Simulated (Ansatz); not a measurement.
The reference is BP (space group P6_422, No. 181; a = 3.279 Å, c = 6.995 Å; a hypothetical phase, not in the database extracts checked). Axes: x lies along a and z along c of the hexagonal cell.

(Cell as relaxed with PBE.)

Levels (all Ansatz, an electronic-structure program, PAW): PBE (420 eV, no spin-orbit coupling); PBEsol (420 eV, without spin-orbit coupling).

Each level relaxes its own structure.

```csv
base,PBE,PBEsol
volume per atom,10.86 Å³,10.64 Å³
lattice parameter a,327.9 pm,326.0 pm
band gap,zero,zero
```

One thing is altered: tensile biaxial strain of 4.01 % in the plane normal to [001], as in epitaxy on a mismatched substrate; the out-of-plane cell vector and the atoms relax.

```tsv
quantity	PBE	PBEsol
hole mass	0.35 mₑ out of plane, 0.27 mₑ in plane (at Γ)	0.38 mₑ out of plane, 0.26 mₑ in plane (at Γ)
valence-band top at Γ (three highest levels, from the VBM)	0.00, -1.34, -1.77 eV	0.00, -1.35, -1.84 eV
volume per atom	11.60 Å³	11.36 Å³
gap character	indirect, Γ → M	indirect, Γ → M
```

PBE's volume per atom lies 0.24 Å³ above PBEsol's (2.1 %); the two agree on the gap character. Neither level is exact; PBEsol is the comparison here, not a measurement.

Effective masses come from finite differences of ±0.01 Å⁻¹. Stability against distortions was not tested. The base started in P3_121 and relaxed to P6_422 at this level. All final runs are without spin polarisation. Gaps under 0.05 eV, about the width of the smearing, are given as zero. The zero or small gap of BP can change with the level of theory.
